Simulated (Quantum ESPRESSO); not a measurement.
Input and output of a self-consistent single point for Cu3Au (Pm-3m, 4 atoms in the cell) (Quantum ESPRESSO).

Level of theory: LDA (PZ), GBRV 1.5 ultrasoft (LDA) pseudopotentials (plane waves; Quantum ESPRESSO).

```xyz
4
Lattice="3.7939 0.0000 0.0000 0.0000 3.7939 0.0000 0.0000 0.0000 3.7939" Properties=species:S:1:pos:R:3 pbc="T T T"
Cu     0.0000     1.8969     1.8969
Cu     1.8969     0.0000     1.8969
Cu     1.8969     1.8969     0.0000
Au     0.0000     0.0000     0.0000
```

Reference input (self-consistent single point, DFT, PBE, plane waves, GBRV 1.5 ultrasoft (PBE) pseudopotentials): ecutwfc = 50 Ry; ecutrho = 400 Ry; occupations = smearing; smearing = gauss; degauss = 0.0036749 Ry; potentials = {Cu: cu_pbe_v1.2.uspp.F.UPF, Au: au_pbe_v1.uspp.F.UPF}; K_POINTS = automatic 9 9 9 0 0 0; conv_thr = 1e-09 Ry; mixing_beta = 0.7. This run's input differs from it in these lines:

```diff
@@ -24,4 +24,4 @@
 ATOMIC_SPECIES
-Cu    63.5460  cu_pbe_v1.2.uspp.F.UPF
-Au   196.9666  au_pbe_v1.uspp.F.UPF
+Cu    63.5460  cu_lda_v1.2.uspp.F.UPF
+Au   196.9666  au_lda_v1.uspp.F.UPF
 CELL_PARAMETERS {angstrom}
```

Log, with long lists cut:

```
     Self-consistent Calculation

     iteration #  1     ecut=    50.00 Ry     beta= 0.70

---- Real-time Memory Report at c_bands before calling an iterative solver
           332 MiB given to the printing process from OS
            88 MiB allocation reported by mallinfo(arena+hblkhd)
------------------

     total energy              =   -1320.38595918 Ry
     estimated scf accuracy    <       8.32335014 Ry

     iteration #  2     ecut=    50.00 Ry     beta= 0.70

---- Real-time Memory Report at c_bands before calling an iterative solver
           389 MiB given to the printing process from OS
   [... lines left out ...]

---- Real-time Memory Report at c_bands before calling an iterative solver
           394 MiB given to the printing process from OS
           115 MiB allocation reported by mallinfo(arena+hblkhd)
------------------

     total energy              =   -1325.56245227 Ry
     estimated scf accuracy    <          6.3E-09 Ry

     iteration # 20     ecut=    50.00 Ry     beta= 0.70

---- Real-time Memory Report at c_bands before calling an iterative solver
           394 MiB given to the printing process from OS
           115 MiB allocation reported by mallinfo(arena+hblkhd)
------------------
     End of self-consistent calculation

     the Fermi energy is    14.7880 ev

!    total energy              =   -1325.56245227 Ry
     estimated scf accuracy    <          1.2E-10 Ry
     smearing contrib. (-TS)   =      -0.00003571 Ry
     internal energy E=F+TS    =   -1325.56241656 Ry

     convergence has been achieved in  20 iterations

     Forces acting on atoms (cartesian axes, Ry/au):

     atom    1 type  1   force =     0.00000000    0.00000000    0.00000000
   [... zero for the other atoms too ...]

     Total force =     0.000000     Total SCF correction =     0.000000

          total   stress  (Ry/bohr**3)                   (kbar)     P=     -152.24
  -0.00103489   0.00000000   0.00000000         -152.24        0.00        0.00
   0.00000000  -0.00103489   0.00000000            0.00     -152.24        0.00
   0.00000000   0.00000000  -0.00103489            0.00        0.00     -152.24

   JOB DONE.
```

The run converged in 20 iterations. Against the reference run the pressure goes from -2.26 to -15.22 GPa.

The starting cell has typed, rounded lattice constants, without a prior relaxation at this level. Its lattice was rescaled by a random factor within 2.5 % of one. Spin polarisation is off. With a pressure of about -15 GPa the cell is away from its equilibrium volume at this level.

Cost on one core of a shared machine: roughly 3 min.
